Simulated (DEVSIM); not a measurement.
# abrupt Ge n-p junction

Device: abrupt Ge n-p junction, at 300 K.

```
layer (left to right)  material  thickness (μm)  Nd (cm⁻³)  Na (cm⁻³)   τn (s)   τp (s)
---------------------  --------  --------------  ---------  ---------  -------  -------
1                            Ge           0.320     8.9e15          -  0.00064  0.00064
2                            Ge            4.60          -     1.1e16  0.00064  0.00064
```

Left contact: ohmic. Right contact: ohmic. Voltage is applied to the left contact. Recombination: SRH at mid-gap, radiative. Mobility is constant in doping.

Constants are typed, rounded textbook-type inputs, not results; the design itself was drawn at random and stands for no fabricated device. Values at 300 K.

```tsv
parameter	Ge
gap (eV)	0.664
affinity (eV)	4
permittivity	16
Nc (cm⁻³)	1.04e19
Nv (cm⁻³)	6e18
μn (cm²/Vs)	3900
μp (cm²/Vs)	1900
B (cm³/s)	6.4e-14
```

DEVSIM, 1D drift-diffusion, Boltzmann statistics, complete ionisation; no tunnelling, impact ionisation, image-force lowering or self-heating.

| Quantity | Result |
|---|---|
| Potential step across the device at zero bias | 0.318 V |
| Largest field in the device at zero bias | 17000 V/cm |
| Dark forward voltage at 1 A/cm² | 0.099 V |
| Dark forward voltage at 100 A/cm² | 0.238 V |

Dark forward current:

```csv
V (V),J (A/cm²)
-0.05,-0.14
-0.10,-1.0
-0.15,-6.4
-0.20,-35
-0.25,-140
-0.30,-360
-0.35,-740
-0.40,-1300
-0.45,-2000
```
